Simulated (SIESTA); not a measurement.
**Converging the k-point mesh at a smearing width of 0.02 eV: Na (Im-3m, 1 atom in the cell)**

```yaml
crystal:
  lattice:
    - [-2.14065, 2.14065, 2.14065]
    - [2.14065, -2.14065, 2.14065]
    - [2.14065, 2.14065, -2.14065]
  atoms:
    - { symbol: Na, position: [0.00000, 0.00000, 0.00000] }
```

Method: GGA PBE, numerical atomic orbitals TZP, PseudoDojo PBE standard norm-conserving potentials (rewritten from UPF to PSML) in SIESTA 5.4.2.

Base settings: XC.functional = GGA; XC.authors = PBE; potentials = PseudoDojo PBE standard; PAO.BasisSize = TZP; PAO.EnergyShift = 0.01 Ry; MeshCutoff = 300 Ry; kgrid.MonkhorstPack = 11 11 11; OccupationFunction = FD; ElectronicTemperature = 100 meV; MaxSCFIterations = 150.

In this ladder: ElectronicTemperature = 20 meV.

Only quantities that move along the ladder and can be compared are tabulated.

The starting cell has typed, rounded lattice constants, without a prior relaxation at this level. Its lattice was rescaled by up to half a per cent. Values carry the incompleteness of an atom-centred basis.

Steps (kgrid.MonkhorstPack): 4 4 4; 5 5 5; 6 6 6; 7 7 7; 8 8 8; 10 10 10; 12 12 12; 14 14 14; 17 17 17; 21 21 21; 26 26 26.

Q: What is the coarsest kgrid.MonkhorstPack that holds the pressure within 0.05 GPa of the last step, with all finer ones?

A: 7 7 7; the step before is off by 0.12 GPa.

Q: What is the coarsest kgrid.MonkhorstPack that holds the free energy within 5 meV/atom of the last step, with all finer ones?

A: 12 12 12; the step before is off by 5.7 meV/atom.

```tsv
kgrid.MonkhorstPack	free energy less the last step's (meV/atom)	pressure (GPa)
4 4 4	108.26	-0.19
5 5 5	6.37	-0.35
6 6 6	36.43	-0.22
7 7 7	-1.07	-0.32
8 8 8	9.89	-0.31
10 10 10	5.70	-0.32
12 12 12	2.63	-0.33
14 14 14	0.53	-0.34
17 17 17	0.44	-0.34
21 21 21	0.46	-0.34
26 26 26	0.00	-0.34
```
